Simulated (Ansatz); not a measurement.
The starting structures come from a database of crystals and need not be the phases stable at ambient conditions.

 Where the default PAW files enter, the runs use the earlier of Ansatz's two default sets.

Given:

```yaml
crystal:
  lattice:
    - [4.99265, 0.00000, 0.00000]
    - [0.00000, 6.93393, 0.00000]
    - [0.00000, 0.00000, 4.84287]
  atoms:
    - { symbol: Si, position: [0.30134, 0.50000, 0.69866] }
    - { symbol: Si, position: [0.80134, 0.25000, 0.80134] }
    - { symbol: Si, position: [0.69866, 0.00000, 0.30134] }
    - { symbol: Si, position: [0.19866, 0.75000, 0.19866] }
    - { symbol: O, position: [0.23861, 0.67989, 0.89357] }
    - { symbol: O, position: [0.60643, 0.42989, 0.73861] }
    - { symbol: O, position: [0.76139, 0.17989, 0.10643] }
    - { symbol: O, position: [0.39357, 0.92989, 0.26139] }
    - { symbol: O, position: [0.26139, 0.57011, 0.39357] }
    - { symbol: O, position: [0.89357, 0.82011, 0.23861] }
    - { symbol: O, position: [0.73861, 0.07011, 0.60643] }
    - { symbol: O, position: [0.10643, 0.32011, 0.76139] }
```

Space group of this cell: P2_12_12_1. The cell is strained (lengths along the current scaled by 0.97, ions clamped); by r2SCAN its mean pressure is 6.0 GPa.

Transport runs along the normal of the first two printed cell vectors.

The gap is the functional's own, uncorrected, and κ follows it; spin-orbit coupling is left out. Mid-gap values are interpolated between the computed energies.

Predict the band gap and the smallest decay constant κ at mid-gap from r2SCAN (Ansatz, a first-principles code).

Gap 6.48 eV on a 6×6×6 mesh; κ = 0.516 1/Å, at the zone centre.
